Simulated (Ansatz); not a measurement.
W3N4, response to strain

Start from W3N4 (space group Pm-3m, No. 221).

```yaml
crystal:
  lattice:
    - [4.17923, 0.00000, 0.00000]
    - [0.00000, 4.17923, 0.00000]
    - [0.00000, 0.00000, 4.17923]
  atoms:
    - { symbol: N, position: [0.50000, 0.50000, 0.50000] }
    - { symbol: N, position: [0.50000, 0.00000, 0.00000] }
    - { symbol: N, position: [0.00000, 0.50000, 0.00000] }
    - { symbol: N, position: [0.00000, 0.00000, 0.50000] }
    - { symbol: W, position: [0.50000, 0.50000, 0.00000] }
    - { symbol: W, position: [0.00000, 0.50000, 0.50000] }
    - { symbol: W, position: [0.50000, 0.00000, 0.50000] }
```

Cartesian axes are those of the cell as printed.

Strains are applied to the cell and any free atomic positions relax; under stress the whole cell relaxes.

Levels (all Ansatz, a quantum-chemistry and plane-wave program, PAW): PBEsol (420 eV, without spin-orbit coupling); r2SCAN (500 eV, without spin-orbit coupling).

Pressures by level, all at the geometries relaxed with PBEsol:

```tsv
case	PBEsol	r2SCAN
base	0.0 GPa	4.2 GPa
uniaxial strain ε_zz = +4.32 %	-12.9 GPa	(withheld)
uniaxial stress, 3 GPa compression along z	1.0 GPa	(withheld)
tensor shear ε_xz = −0.89 %	0.0 GPa	4.2 GPa
```

Task: Complete the table.

Result: 
- uniaxial strain ε_zz = +4.32 %, r2SCAN: -9.4 GPa
- uniaxial stress, 3 GPa compression along z, r2SCAN: 5.2 GPa

Single points use the geometry relaxed with PBEsol. Their cutoffs differ, which shifts pressures a little. Beyond what the load breaks, stability against distortions was not tested. All final runs are without spin polarisation.
